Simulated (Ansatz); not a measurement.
Here is the system:

End structure of the (110) surface of kesterite Cu2ZnSnS4 in its 1x1 cell (cut with top plane Cu + 2 S + Zn, bottom plane Cu + 2 S + Zn), relaxed from an ideal cut (the real face may reconstruct), outermost plane spacing 0.10 Å in the ideal cut (one of several cuts of this face), with 1 Cu, 1 Zn, 2 S a cell over the bulk's ratio:

```yaml
crystal:
  lattice:
    - [6.69504, 0.00000, 0.00000]
    - [2.22756, 6.31360, 0.00000]
    - [0.00000, 0.00000, 28.00000]
  atoms:
    - { symbol: S, position: [0.87086, 0.86521, 0.29049] }
    - { symbol: Cu, position: [0.52936, 0.02980, 0.31093] }
    - { symbol: Zn, position: [0.04775, 0.51129, 0.30972] }
    - { symbol: S, position: [0.38086, 0.36045, 0.28731] }
    - { symbol: S, position: [0.38863, 0.85327, 0.36174] }
    - { symbol: Cu, position: [0.48106, 0.48371, 0.35487] }
    - { symbol: Sn, position: [0.99564, 0.99849, 0.36125] }
    - { symbol: S, position: [0.85325, 0.38874, 0.36409] }
    - { symbol: S, position: [0.36368, 0.37141, 0.42653] }
    - { symbol: Cu, position: [0.99660, 0.49628, 0.43075] }
    - { symbol: Zn, position: [0.49818, 0.99438, 0.43078] }
    - { symbol: S, position: [0.87284, 0.86428, 0.43443] }
    - { symbol: S, position: [0.88808, 0.36469, 0.49891] }
    - { symbol: Cu, position: [0.99765, 0.99765, 0.50000] }
    - { symbol: Sn, position: [0.49473, 0.49473, 0.50000] }
    - { symbol: S, position: [0.36469, 0.88808, 0.50109] }
    - { symbol: S, position: [0.86428, 0.87284, 0.56557] }
    - { symbol: Cu, position: [0.49628, 0.99660, 0.56925] }
    - { symbol: Zn, position: [0.99438, 0.49818, 0.56922] }
    - { symbol: S, position: [0.37141, 0.36368, 0.57347] }
    - { symbol: S, position: [0.38874, 0.85325, 0.63591] }
    - { symbol: Cu, position: [0.48371, 0.48106, 0.64513] }
    - { symbol: Sn, position: [0.99849, 0.99564, 0.63875] }
    - { symbol: S, position: [0.85327, 0.38863, 0.63826] }
    - { symbol: S, position: [0.36045, 0.38086, 0.71269] }
    - { symbol: Cu, position: [0.02980, 0.52936, 0.68907] }
    - { symbol: Zn, position: [0.51129, 0.04775, 0.69028] }
    - { symbol: S, position: [0.86521, 0.87086, 0.70951] }
```

Slab: 28 atoms, Cu7S14Sn3Zn4, 11.8 Å thick at the start; k 4x4x1, smearing 0.025 eV, dipole-corrected; single point; on the structure that PBE left under its start's symmetry; spin-polarised from one start with parallel moments (other orders not tried), ending with about 0.8 μB a cell, a value that depends on the mesh; orders that need a larger cell were not tried, no spin-orbit, no U. The slab shows no gap over 0.04 eV on its mesh. The program's check for a lower electronic state was not made.

Q: Estimate the work function of the top face that r2SCAN, at the PBE geometry and the start's symmetry in Ansatz (a program for electronic structure) returns for this input.

A: 5.65 eV
